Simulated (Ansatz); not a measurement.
Results of LDA (plane waves, PAW; Ansatz, a first-principles code) for CsH (Pm-3m, No. 221, 2 atoms in the cell; start mp-632319; a measured phase of this formula has another space group).

Run with plane-wave cutoff 500 eV, 10×10×10 k mesh, gaussian smearing 0.02 eV, scalar-relativistic PAW data made under PBE.

Cell (relaxed at this level):

```xyz
2
Lattice="3.6382 0.0000 0.0000 0.0000 3.6382 0.0000 0.0000 0.0000 3.6382" Properties=species:S:1:pos:R:3 pbc="T T T"
Cs     0.0000     0.0000     0.0000
H      1.8191     1.8191     1.8191
```

Question: What does this level give for the band gap?

Answer: 
band gap: 2.42 eV (on the SCF k mesh)

Note: the relaxation could not lower the start's symmetry, so the cell can be a saddle point above a distorted one.

Spin–orbit coupling is not included.

Computed values are for the static lattice.

A start named mp-… is a Materials Project structure, which need not be a measured phase.
